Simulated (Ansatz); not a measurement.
Base system: ZnGeP$_{2}$ in the chalcopyrite structure (space group I-42d, No. 122; a = 5.3740 Å, c = 10.6255 Å). Axes: x, y, z lie along a, b, c of the conventional cell.

Calculations: DFT with LDA, PAW potentials and a 420 eV plane-wave cutoff in Ansatz (an electronic-structure program), no SOC.

Before the change:

```
Property                               Value
---------------------  ---------------------
Valence-band top at Γ  0.00, -0.07, -0.07 eV
```

Perturbation: a pure shear with ε_xz = ε_zx = 0.0080; the atoms relax in the strained cell.

Task: Predict the new valence-band top at Γ, energy relative to the base and stress.

Result: The valence-band top at Γ (three highest levels, from the VBM) goes from 0.00, -0.07, -0.07 eV to 0.00, -0.11, -0.15 eV; the energy goes up by 1.1 meV/atom; the stress (xx, yy, zz, yz, xz, xy; compression positive) amounts to (0.01, -0.01, 0.01, 0.00, -1.12, 0.00) GPa.

The levels and masses belong to the bands next to the band gap. Whether these cells are dynamically stable was not tested.
